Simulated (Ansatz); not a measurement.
Reference: ZnO (P6_3mc), PBE with spin-orbit coupling, rigid bands (plane waves, PAW; Ansatz, a program for electronic structure); axes and stresses refer to this cell.

```xyz
4
Lattice="3.2299 0.0000 0.0000 -1.6150 2.7972 0.0000 0.0000 0.0000 5.2147" Properties=species:S:1:pos:R:3 pbc="T T T"
Zn     0.0000     1.8648    -0.0102
Zn     1.6150     0.9324     2.5972
O      0.0000     1.8648     1.9657
O      1.6150     0.9324     4.5730
```

hole mass along x: 1.86 mₑ
electron conductivity mass: 0.167 mₑ
hole conductivity mass: 2.1 mₑ

**Question.** After one change the values are hole mass along x 1.72 mₑ; electron conductivity mass 0.186 mₑ; hole conductivity mass 1.96 mₑ. Which change was made?
A) uniaxial stress along c of -2.2 GPa (compression positive)
B) hydrostatic pressure of 13.2 GPa (compression positive)
C) biaxial stress in the c plane of -8.8 GPa (compression positive)
D) hydrostatic pressure of -6.6 GPa (compression positive)

**Answer.** B, hydrostatic pressure of 13.2 GPa (compression positive)

Masses are for dilute carriers at 300 K, harmonic means over directions unless an axis is named. Stresses and pressures are the targets of the relaxation.  The structure type is held under load, also where the real crystal would transform.
